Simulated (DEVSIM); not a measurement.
DEVSIM, 1D Poisson equation in equilibrium, Boltzmann statistics, complete ionisation; no quantum confinement or tunnelling. Metal contacts follow the ideal Schottky-Mott rule: no Fermi-level pinning, no interface dipoles.

Structure: Al/SiON/p-Ge capacitor, at 300 K.

```csv
layer (left to right),material,thickness (nm),Na (cm⁻³)
1,SiON,7.60,-
2,Ge,4600,1.7e16
```

Metal gate on the left, work function 4.1 eV. Fixed charge at the semiconductor interface 0 cm⁻² (in units of +e); no interface traps.

The device is made up for the run: typed textbook-type constants, with dimensions and the other settings drawn at random. Values at 300 K; Nc and Nv go as T^1.5, mobilities as T to minus their exponent, the gap by Varshni's rule with the affinity fixed.

| parameter | SiON | Ge |
|---|---|---|
| gap (eV) | 7 | 0.664 |
| affinity (eV) | 1.4 | 4 |
| permittivity | 5.5 | 16 |
| Nc (cm⁻³) | - | 1.04e19 |
| Nv (cm⁻³) | - | 6e18 |
| Varshni α (eV/K) | - | 0.000477 |
| Varshni β (K) | - | 235 |

One input was changed, with this effect: flat-band voltage -0.41 → -0.46 V; threshold voltage (band bending 2φF) 0.01 → 0.06 V; minimum of the low-frequency capacitance 0.0827 → 0.182 μF/cm²; capacitance of the dielectric stack little changed (0.641 μF/cm²).

Task: Which change was it?
A. fixed charge 0 → 9.3e+11 cm^-2
B. temperature 300 → 250 K
C. substrate doping 1.7e+16 → 8.5e+15 cm^-3
D. gate work function 4.1 → 3.8 eV
E. SiON thickness 0.0076 → 0.0053 μm
F. interface trap density 0 → 1e+12 cm^-2 eV^-1

Result: F, interface trap density 0 → 1e+12 cm^-2 eV^-1
